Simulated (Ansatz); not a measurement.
Migration barriers: Nb-vacancy pair in rutile TiO2, charge state +3

Defect migration in rutile TiO2: Nb-vacancy pair (Nb on one host Ti site, one O site vacant), charge state +3. All values below come from PBE, PAW (plane waves to 420 eV; Ansatz, an electronic-structure program).

72-site cell at the relaxed PBE lattice, one k-point at (0.250, 0.250, 0.250), smearing 0.01 eV, spin-restricted, no finite-size correction. No zero-point or tunnelling terms. The charge state is imposed; whether it is stable for some Fermi level was not computed. Forms of the defect that were not tried may lie lower.

Barriers: single points on a 2×2×2 k-point mesh shifted by half a step at the bands' geometries.

| Route | Start site over the lowest site run (eV) | Hop (Å) | Forward barrier (eV) | Backward barrier (eV) | Neighbours at the start | Neighbours at the saddle | Saddle order | Forward, on the band's own sampling (eV) |
|---|---|---|---|---|---|---|---|---|
| a nearby O atom hops onto the vacant site (Nb-vacancy distance between ideal sites 2.00 → 4.56 Å) | 0.46 | 2.39 | 0.79 | 1.04 | 2 Ti at 1.90, Ti at 2.06 Å | 2 Ti at 1.77 Å | not checked | 0.81 |
| a nearby O atom hops onto the vacant site (Nb-vacancy distance between ideal sites 1.96 → 3.52 Å) | 0.53 | 2.66 | 0.77 | 1.30 | O at 2.51; 2 Ti at 1.95, Ti at 2.03 Å | Ti at 1.85, Ti at 2.16 Å | not checked | 0.77 |
| a nearby O atom hops onto the vacant site (Nb-vacancy distance between ideal sites 1.96 → 3.58 Å) | 0.53 | 2.67 | 0.84 | 1.19 | Ti at 1.92, Ti at 1.98, Ti at 2.04 Å | Ti at 1.84, Ti at 2.10 Å | not checked | 0.87 |
| a nearby O atom hops onto the vacant site (Nb-vacancy distance between ideal sites 1.96 → 2.00 Å) | 0.53 | 2.64 | 0.90 | 0.96 | Nb at 1.99; Ti at 1.98, Ti at 2.09 Å | Nb at 1.83 Å | not checked | 0.90 |
| a nearby O atom hops onto the vacant site (Nb-vacancy distance between ideal sites 1.96 → 4.61 Å) | 0.53 | 2.65 | 0.96 | 1.47 | Ti at 1.90, Ti at 1.95, Ti at 2.10 Å | Ti at 1.83, Ti at 2.22, Ti at 2.30 Å | not checked | 0.97 |

Paths come from nudged elastic bands with a climbing image.
